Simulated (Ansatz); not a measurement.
**LiGeN (P6₃mc, No. 186, 6 atoms in the cell; start mp-1246087)**

Calculation: HSE06 (Ansatz, an electronic-structure program, plane waves, PAW).

Numerical settings: plane-wave cutoff 460 eV, 9×9×4 k mesh (along the axes of the cell as run), Fermi–Dirac smearing 0.01 eV, scalar-relativistic PAW data made under PBE.

Cell (relaxed with PBEsol):

LiGeN is taken in the hexagonal space group P6₃mc (No. 186), Pearson symbol hP6. Conventional cell: a = b = 2.979 Å, c = 9.322 Å, α = β = 90.00°, γ = 120.00°. Li on 2b is coordinated by 3 N at 2.158 Å (trigonal pyramidal). Ge on 2a sees 3 N at 1.982 Å (trigonal pyramidal). N on 2b is coordinated by 3 Ge at 1.982 Å and 3 Li at 2.158 Å (octahedral). (Neighbours: up to the widest gap in distance over summed covalent radii, below 1.35, at either atom; cation-cation and far metal-metal contacts left out.)

For LiGeN (P6₃mc, No. 186, 6 atoms in the cell; start mp-1246087), the band gap comes out as 2.21 eV (indirect) and the smallest direct gap on the k points sampled comes out as 3.22 eV. The Γ–Γ gap is 4.26 eV.

Note: cell and atoms aren't relaxed at this level (largest force component 0.43 eV/Å, pressure -0.8 GPa).

Spin–orbit coupling is not included.

Static lattice: no zero-point or thermal effects.

Computing time: around 9 core-minutes (rough).

A start named mp-… is a Materials Project structure, which need not be a measured phase.
